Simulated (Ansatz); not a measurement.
Consider ZrO2 (space group P4_2/nmc, No. 137; a = 3.6210 Å, c = 5.2828 Å). Axes: x, y, z lie along a, b, c of the conventional cell.

Method: Ansatz (a first-principles code) PBE, no spin-orbit coupling.

Base values:

| Item | Value |
|---|---|
| Band gap | 4.04 eV |

One thing is altered: uniaxial stress, 5 GPa compression along z; all other stress components relax to zero.

Task: Predict the new band gap and mean lateral Poisson ratio.

Result: The band gap decreases by 0.17 eV (4.04 eV → 3.87 eV); the mean lateral Poisson ratio amounts to 0.10.

Load acts through the strain it causes; cell and atoms are relaxed under it. Stability under load was not tested beyond the relaxation. This is not the structure that ZrO2 has at room temperature and ambient pressure.
